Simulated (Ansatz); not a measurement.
**Bi2Se3: pressure series**

The reference is Bi2Se3 in the Bi2Te3 type structure (space group R-3m, No. 166; a = 4.145 Å, c = 29.266 Å (hexagonal axes)).

Cell and atoms are relaxed at each pressure.

All numbers come from Kohn–Sham DFT with the r2SCAN+rVV10 functional, run in Ansatz (a quantum-chemistry and plane-wave program) with PAW and 500 eV plane waves, no spin-orbit coupling.

| variant | band gap | electron mass | volume per atom |
|---|---|---|---|
| base | 0.60 eV | 0.45 mₑ along c, 0.11 mₑ across (at Γ) | 29.02 Å³ |
| pressure 0.3 GPa | 0.56 eV | 0.41 mₑ along c, 0.11 mₑ across (at Γ) | 28.78 Å³ |
| pressure 0.7 GPa | 0.52 eV | 0.35 mₑ along c, 0.11 mₑ across (at Γ) | 28.46 Å³ |
| pressure 1.5 GPa | 0.45 eV | 0.27 mₑ along c, 0.11 mₑ across (at Γ) | 27.92 Å³ |
| pressure 3 GPa | 0.36 eV | 0.19 mₑ along c, 0.11 mₑ across (at Γ) | 27.12 Å³ |
| pressure 5 GPa | 0.29 eV | 0.13 mₑ along c, 0.11 mₑ across (at Γ) | 26.27 Å³ |
| pressure 7.5 GPa | 0.22 eV | 0.084 mₑ along c, 0.11 mₑ across (at Γ) | 25.41 Å³ |
| pressure 10 GPa | 0.17 eV | 0.058 mₑ along c, 0.10 mₑ across (at Γ) | 24.69 Å³ |

With Bi present, leaving out spin-orbit coupling can change the band edges. Load acts through the strain it causes; cell and atoms are relaxed under it. Masses are band curvatures over ±0.01 Å⁻¹ around the edge. Stability against distortions was not tested. No other phases were tried under pressure. The zero or small gap of Bi2Se3 under pressure 5 GPa, Bi2Se3 under pressure 7.5 GPa and Bi2Se3 under pressure 10 GPa can change with the level of theory.
